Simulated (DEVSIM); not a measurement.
DEVSIM, 1D drift-diffusion, Boltzmann statistics, complete ionisation; no tunnelling, impact ionisation, image-force lowering or self-heating.

Structure: abrupt GaP n-p junction, at 400 K.

| layer (left to right) | material | thickness (μm) | Nd (cm⁻³) | Na (cm⁻³) | τn (s) | τp (s) |
|---|---|---|---|---|---|---|
| 1 | GaP | 12.0 | 2.5e18 | - | 9e-7 | 9e-7 |
| 2 | GaP | 0.310 | - | 3.2e17 | 9e-7 | 9e-7 |

Left contact: ohmic. Right contact: ohmic. Voltage is applied to the left contact. Recombination: SRH at mid-gap, radiative, Auger. Mobility is constant in doping. Where it depends on doping, it is μmin + (μ − μmin)/(1 + (N/Nref)^α).

Constants are typed, rounded textbook-type inputs, not results; the design itself was drawn at random and stands for no fabricated device. Values at 300 K; Nc and Nv go as T^1.5, mobilities as T to minus their exponent, the gap by Varshni's rule with the affinity fixed. The table also holds parameters that only a changed run uses.

| parameter | GaP |
|---|---|
| gap (eV) | 2.26 |
| affinity (eV) | 3.8 |
| permittivity | 11.1 |
| Nc (cm⁻³) | 1.8e19 |
| Nv (cm⁻³) | 1.9e19 |
| μn (cm²/Vs) | 250 |
| μp (cm²/Vs) | 150 |
| μn,min | 10 |
| μp,min | 10 |
| Nref,n | 4.4e18 |
| Nref,p | 1e18 |
| αn | 0.8 |
| αp | 0.85 |
| T exponent of μn | 1.6 |
| T exponent of μp | 1.98 |
| B (cm³/s) | 1e-13 |
| Cn (cm⁶/s) | 1e-30 |
| Cp (cm⁶/s) | 1e-30 |
| Varshni α (eV/K) | 0.00058 |
| Varshni β (K) | 372 |

One input was changed, with this effect: dark forward voltage at 1 A/cm² 1.590 → 1.631 V; dark forward voltage at 100 A/cm² 1.753 → 1.792 V.

Task: Which change was it?
(A) thickness of layer 2 0.31 → 0.93 μm
(B) minority lifetime in layer 1 9e-07 → 9e-06 s
(C) thickness of layer 1 12 → 7.2 μm
(D) Auger recombination switched off
(E) doping-dependent mobility in place of the constant one

Result: A, thickness of layer 2 0.31 → 0.93 μm
